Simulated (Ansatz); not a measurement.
Density of states of AlAs (F-43m) below the valence band maximum, Ansatz (an electronic-structure program) with PBEsol with spin-orbit coupling, rigid bands; cell volume 45.7 Å³.

(energy from edge (eV), 10⁻³ states/eV/cell): (0.006, 19.4); (0.031, 49.2); (0.056, 74.4); (0.081, 102); (0.106, 133); (0.131, 166); (0.156, 198); (0.181, 231); (0.206, 263); (0.231, 295); (0.256, 326); (0.281, 356); (0.319, 404); (0.344, 433); (0.369, 460); (0.394, 487); (0.419, 514); (0.444, 539); (0.469, 567); (0.494, 595); (0.519, 621); (0.544, 649); (0.569, 678); (0.594, 709)

Question: What effective density of states at 300 K does this give (∫ g(E) exp(−E/k_BT) dE, both spins, divided by the cell's size)?

Answer: 2.4e19 cm⁻³, a density-of-states mass of 0.97 mₑ, valleys and band degeneracy included.

Geometry: cell and atoms relaxed with PBEsol.
